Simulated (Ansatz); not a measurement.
Consider ScAl₃ in the Cu3Au type structure (space group Pm-3m, No. 221; relaxed with 0.1 eV smearing).

```
CELL_PARAMETERS angstrom
      4.07246     0.00000     0.00000
      0.00000     4.07246     0.00000
      0.00000     0.00000     4.07246
ATOMIC_POSITIONS crystal
  Sc 0.00000 0.00000 0.00000
  Al 0.00000 0.50000 0.50000
  Al 0.50000 0.00000 0.50000
  Al 0.50000 0.50000 0.00000
```

Cartesian axes are those of the cell as printed.

All numbers come from PBEsol (Ansatz, a first-principles code), scalar-relativistic without spin-orbit coupling.

One thing is altered: uniaxial strain ε_zz = +2.40 %, all other strain components held at zero, atoms relaxed at fixed cell.

### Question
Estimate the effect on the energy relative to the base and stress.

### Answer
The energy grows by 5.5 meV/atom; the stress (xx, yy, zz, yz, xz, xy; compression positive) amounts to (-0.9, -0.9, -4.3, 0.0, 0.0, 0.0) GPa.

No phonon test of stability was made. All final runs are without spin polarisation.
